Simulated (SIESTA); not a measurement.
**A series of runs on Na₂Hf₂O₅ (P1, 9 atoms in the cell)**

```xyz
9
Lattice="3.9499 0.0000 0.0000 0.0000 3.9499 0.0000 0.0000 0.0000 7.9483" Properties=species:S:1:pos:R:3 pbc="T T T"
Na    -0.0061    -0.0012    -0.0122
Na    -0.0284    -0.0099     3.9600
Hf     1.9622     1.9677     2.0021
Hf     1.9857     1.9521     5.9562
O      1.9763     0.0083     1.5631
O      1.9786     0.0094     6.3802
O      0.0090     1.9766     1.5893
O      0.0142     1.9730     6.3957
O      1.9832     1.9987     3.9589
```

Base run A: SIESTA with GGA PBEsol, numerical atomic orbitals DZP, PseudoDojo PBEsol standard norm-conserving potentials (rewritten from UPF to PSML), self-consistent single point.

Its settings: XC.functional = GGA; XC.authors = PBEsol; potentials = PseudoDojo PBEsol standard; PAO.BasisSize = DZP; PAO.EnergyShift = 0.01 Ry; MeshCutoff = 400 Ry; kgrid.MonkhorstPack = 4 4 2; OccupationFunction = MP; OccupationMPOrder = 0; ElectronicTemperature = 20 meV; MaxSCFIterations = 150; SCF.Mixer.Method = Broyden; SCF.Mixer.Weight = 0.25; SCF.Mixer.History = 8; SCF.DM.Tolerance = 1.0E-05.

The starting cell comes from a database of computed structures (which also holds hypothetical and non-ambient phases and stackings), without a prior relaxation at this level. Its atoms were displaced at random from the sites of space group no. 123. Spin-orbit coupling is off. Values carry the incompleteness of an atom-centred basis.

ΔF is the free energy per atom less that of run A. A dash stands where there is no value to compare (another energy zero or no entropy term, no result, no spin, no clean gap, or a mesh too coarse for one). 

Runs B, C, E sample the zone with one or two k-points, far too few for so small a cell.

```tsv
run	kgrid.MonkhorstPack	ΔF (meV/atom)	pressure (GPa)	largest force (eV/Å)	gap on the mesh (eV)	k-points
A	4 4 2	0.00	0.45	0.854	1.906	23
B	1 1 1	1415.5	12.97	16.923	–	1
C	1 1 1 shifted by 0.5 0.5 0.5	-843.6	-7.03	13.351	–	1
D	2 2 1	-12.0	-0.74	1.607	1.992	4
E	2 2 1 shifted by 0.5 0.5 0.5	46.9	1.83	1.611	–	2
F	3 3 2	-5.8	0.22	0.854	2.317	11
G	3 3 2 shifted by 0.5 0.5 0.5	7.5	0.63	0.854	2.653	9
H	4 4 2 shifted by 0.5 0.5 0.5	0.16	0.40	0.854	2.992	16
I	4 4 2 shifted by 0.0 0.0 0.5	-0.29	0.45	0.855	2.324	16
```

Run G against A: The free energy rises by 7.5 meV/atom, the pressure goes from 0.45 to 0.63 GPa, the largest force stays at 0.854 eV/Å and the gap on the mesh goes from 1.906 to 2.653 eV.

Run D against A: The free energy goes down by 12.0 meV/atom, the pressure goes from 0.45 to -0.74 GPa, the largest force goes from 0.854 to 1.607 eV/Å and the gap on the mesh goes from 1.906 to 1.992 eV.

Run I against A: The free energy stays essentially unchanged (within 1 meV/atom), the pressure stays at 0.45 GPa, the largest force moves little (0.854 to 0.855 eV/Å) and the gap on the mesh goes from 1.906 to 2.324 eV.
